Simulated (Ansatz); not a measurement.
Consider PbS in the zinc blende structure (space group F-43m, No. 216; a = 6.5430 Å; a hypothetical phase, not in the database extracts checked).

It is then changed as follows: cell and atoms relaxed at a pressure of 0.3 GPa.

Levels (all Ansatz, a first-principles code, PAW): PBEsol (420 eV, without spin-orbit coupling); HSE06+SOC (420 eV, with spin-orbit coupling).

The geometry is relaxed with PBEsol.

| Item | Result |
|---|---|
| PBEsol lowest conduction level above the VBM at special points | X 0.61 eV; U 1.73 eV; K 1.73 eV; Γ 2.39 eV |

Question: What does HSE06+SOC give at this geometry for the lowest conduction level above the VBM at special points?

Answer: The lowest conduction level above the VBM at special points becomes X 1.06 eV; U 2.00 eV; K 2.00 eV; Γ 1.74 eV (PBEsol: X 0.61 eV; U 1.73 eV; K 1.73 eV; Γ 2.39 eV).

Single points use the geometry relaxed with PBEsol. The hybrid gap comes from the SCF mesh plus the semilocal run's edge points and a few special points and is an upper bound. The spin-orbit shifts are approximate. The levels and masses belong to the bands next to the band gap. Load acts through the strain it causes; cell and atoms are relaxed under it. No phonon test of stability was made.
